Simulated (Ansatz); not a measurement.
## Cu3Pt, response to strain

Start from Cu$_{3}$Pt in the Cu3Au type structure (space group Pm-3m, No. 221; a = 3.667 Å; relaxed with 0.1 eV smearing). Axes: x, y, z lie along the cube axes.

Strains are applied to the cell and any free atomic positions relax; under biaxial strain the out-of-plane vector relaxes too; under stress the whole cell relaxes.

Level of theory: PBEsol (Ansatz, a program for electronic structure; PAW; 420 eV plane waves; scalar-relativistic without spin-orbit coupling).

Notes on the quantities. pressure: mean of the normal stresses, compression positive; energy relative to the base: free energy F.

| variant | pressure | energy relative to the base | volume per atom | space group |
|---|---|---|---|---|
| base | 0.0 GPa | 0 meV/atom | 12.33 Å³ | Pm-3m (No. 221) |
| biaxial strain +3.59 %, plane normal [111], relaxed out of plane | -6.6 GPa | +30 meV/atom | 12.85 Å³ | R-3m (No. 166) |
| isotropic strain −2.50 % | 18.3 GPa | +48 meV/atom | 11.43 Å³ | Pm-3m (No. 221) |
| uniaxial strain ε_xx = +1.18 % | -2.3 GPa | +1.3 meV/atom | 12.47 Å³ | P4/mmm (No. 123) |
| uniaxial strain ε_xx = +2.91 % | ? | ? | 12.69 Å³ | P4/mmm (No. 123) |
| uniaxial strain ε_yy = −0.52 % | 1.0 GPa | +0.3 meV/atom | 12.26 Å³ | P4/mmm (No. 123) |
| uniaxial stress, 3 GPa tension along x | – | +3.0 meV/atom | 12.40 Å³ | P4/mmm (No. 123) |

**Question.** Some entries are withheld; estimate them.

**Answer.** 
- uniaxial strain ε_xx = +2.91 %, pressure: -5.3 GPa
- uniaxial strain ε_xx = +2.91 %, energy relative to the base: +7.6 meV/atom

Stability under load was not tested beyond the relaxation. The final runs are not spin-polarised.
